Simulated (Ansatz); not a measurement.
# Rutile MgC2 (cell taken from a computed entry)

Level of theory: PBE-D3(BJ) (PAW; Ansatz, an electronic-structure program).

Run with plane-wave cutoff 500 eV, 10×10×8 k mesh (along the axes of the cell as run), Fermi–Dirac smearing 0.05 eV, scalar-relativistic PAW data made under PBE.

Cell (relaxed at this level):

Space group P4₂/mnm (No. 136); a = b = 3.9214 Å, c = 4.9286 Å, α = β = γ = 90.00°

| atom | site | symmetry | x | y | z |
|---|---|---|---|---|---|
| Mg | 2b | m.mm | 0.0000 | 0.0000 | 0.5000 |
| C | 4f | m.2m | 0.1129 | 0.1129 | 0.0000 |

- band gap: 2.49 eV (on the SCF k mesh)

Note: the relaxation could not lower the start's symmetry, so the cell can be a saddle point above a distorted one.

It cost around 90 core-seconds (rough) of CPU time.
